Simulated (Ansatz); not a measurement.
Take ZnO in the wurtzite structure (space group P6_3mc, No. 186; a = 3.187 Å, c = 5.153 Å) as the base. Axes: x lies along a and z along c of the hexagonal cell.

Structures relaxed with LDA, PAW, 420 eV (Ansatz, a first-principles code; spin-orbit coupling left out).

Base:

Simulated powder pattern, Cu Kα1, λ = 1.54056 Å (kinematic, ideal powder, no thermal factors, no anomalous dispersion; the 8 strongest lines at most, above 2 %, up to 2θ = 90°):

```json
[
 {"2θ (°)": "32.41", "I/Imax (%)": "51", "hkl": "(100)"},
 {"2θ (°)": "34.79", "I/Imax (%)": "39", "hkl": "(002)"},
 {"2θ (°)": "36.92", "I/Imax (%)": "100", "hkl": "(101)"},
 {"2θ (°)": "48.28", "I/Imax (%)": "22", "hkl": "(102)"},
 {"2θ (°)": "57.82", "I/Imax (%)": "34", "hkl": "(110)"},
 {"2θ (°)": "63.77", "I/Imax (%)": "33", "hkl": "(103)"},
 {"2θ (°)": "69.28", "I/Imax (%)": "28", "hkl": "(112)"},
 {"2θ (°)": "70.60", "I/Imax (%)": "15", "hkl": "(201)"}
]
```

After one change:

Simulated powder pattern, Cu Kα1, λ = 1.54056 Å (kinematic, ideal powder, no thermal factors, no anomalous dispersion; the 8 strongest lines at most, above 2 %, up to 2θ = 90°):

```tsv
2θ (°)	I/Imax (%)
32.41	49
33.75	39
36.67	100
47.49	22
57.82	33
62.29	36
68.65	27
70.44	14
```

Q: Name the change that was made.
A. uniaxial strain ε_zz = +3.00 %
B. uniaxial strain ε_zz = +1.80 %
C. uniaxial strain ε_zz = +2.40 %
D. uniaxial strain ε_zz = +1.20 %

A: A, uniaxial strain ε_zz = +3.00 %. Its volume per atom is 11.67 Å³ against 11.33 Å³, and its space group is P6_3mc (No. 186).

Stability against distortions was not tested.
